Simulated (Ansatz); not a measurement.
Take InSb in the zinc blende structure (space group F-43m, No. 216; a = 6.5189 Å) as the base. Axes: x, y, z lie along the cube axes.

Calculations: Ansatz (a first-principles code), PBEsol, PAW, cutoff 420 eV, without spin-orbit coupling.

Strains are applied to the cell and any free atomic positions relax.

One change was made to it. Results:

```csv
quantity,base,after
energy relative to the base (free energy F),0 meV/atom,+4.2 meV/atom
"pressure (mean of the normal stresses, compression positive)",0.0 GPa,1.1 GPa
```

### Question
Name the change that was made.
(A) uniaxial strain ε_zz = −1.00 %
(B) uniaxial strain ε_zz = −2.50 %
(C) uniaxial strain ε_zz = +0.50 %

### Answer
B, uniaxial strain ε_zz = −2.50 %. For comparison, the energy relative to the base in the other runs: uniaxial strain ε_zz = +0.50 % gives +0.2 meV/atom; uniaxial strain ε_zz = −1.00 % gives +0.7 meV/atom.

No phonon test of stability was made. All final runs are without spin polarisation.
